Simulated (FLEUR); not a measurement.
Band structure of CuSn3 (P6_3/mmc, 8 atoms in the cell).

```yaml
crystal:
  lattice:
    - [6.62288, 0.00000, 0.00000]
    - [-3.31144, 5.73558, 0.00000]
    - [0.00000, 0.00000, 5.00481]
  atoms:
    - { symbol: Cu, position: [0.66667, 0.33333, 0.25000] }
    - { symbol: Cu, position: [0.33333, 0.66667, 0.75000] }
    - { symbol: Sn, position: [0.34469, 0.17234, 0.75000] }
    - { symbol: Sn, position: [0.65531, 0.82766, 0.25000] }
    - { symbol: Sn, position: [0.17234, 0.34469, 0.25000] }
    - { symbol: Sn, position: [0.82766, 0.65531, 0.75000] }
    - { symbol: Sn, position: [0.82766, 0.17234, 0.75000] }
    - { symbol: Sn, position: [0.17234, 0.82766, 0.25000] }
```

Method: PBEsol, all-electron FLAPW (FLEUR), scalar-relativistic valence run with FLEUR.

Settings: Kmax = 3.8 1/bohr; GmaxXC = 13.3 1/bohr; xcFunctional = PBEs; jspins = 1; l_soc = F; mode = hist; fermiSmearingEnergy = 0.00367493 Htr; mesh (inpgen div1-3) = 3 3 4; inpgen gamma flag = true; Gmax = 13.3 1/bohr; numbands = 0; maxIterBroyd = 40; imix = Anderson; alpha = 0.05.

The starting cell comes from a database of computed structures (which also holds hypothetical and non-ambient phases and stackings), without a prior relaxation at this level. Spin polarisation is off. Values depend on the basis (sphere radii, cutoffs, local orbitals), which need not be converged.

Levels in eV from the Fermi level, bands 51 to 58:
| point | 51 | 52 | 53 | 54 | 55 | 56 | 57 | 58 |
|---|---|---|---|---|---|---|---|---|
| Γ | -0.79 | -0.19 | -0.19 | -0.05 | -0.05 | 0.84 | 1.29 | 1.89 |
| M | -1.19 | -0.78 | -0.38 | -0.33 | -0.19 | 0.23 | 0.36 | 0.67 |
| K | -1.79 | -1.79 | -0.06 | -0.06 | 0.61 | 1.04 | 1.71 | 1.71 |
| A | -2.27 | -2.27 | -2.09 | -2.09 | 3.82 | 3.82 | 3.89 | 3.89 |
| L | -0.86 | -0.86 | 0.25 | 0.25 | 0.38 | 0.38 | 1.84 | 1.84 |
| H | -0.98 | -0.98 | 1.09 | 1.09 | 1.53 | 1.53 | 2.28 | 2.28 |
